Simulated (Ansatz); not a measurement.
ZnS under load (space group Imm2), r2SCAN with spin-orbit coupling, rigid bands run with Ansatz (an electronic-structure program). Condition of this run: uniaxial stress along [110] of -1 GPa (compression positive) (the target of the relaxation). Band gap 2.64 eV, N_c = 2.32e18 cm⁻³ and N_v = 3.20e19 cm⁻³ at 300 K, conductivity masses along z (a = (0.01, 2.71, 2.68) Å; b = (2.71, 0.01, 2.68) Å; c = (2.72, 2.72, 0.00) Å) of 0.204 mₑ (electrons) and 0.817 mₑ (holes). Take k_BT = 0.02585 eV.

Problem. Find the intrinsic carrier density and the intrinsic Fermi level.

Solution. n_i = √(N_c N_v) exp(−E_g/2k_BT) = 8.62e18 × exp(−51.06) = 5.8e-4 cm⁻³. The level lies (k_BT/2) ln(N_v/N_c) = 34 meV from mid-gap (positive towards the conduction band). Each 0.1 eV added to the gap lowers n_i by a factor of 6.9.

Problem. What thermal injection velocity √(2k_BT/πm) limits a ballistic channel along the direction named?

Solution. 1.19e7 cm/s for electrons and 5.95e6 cm/s for holes, a ratio of √(m_h/m_e) = 2.00, for dilute carriers.

Rigid bands with the computed gap; masses take one relaxation time for all states.
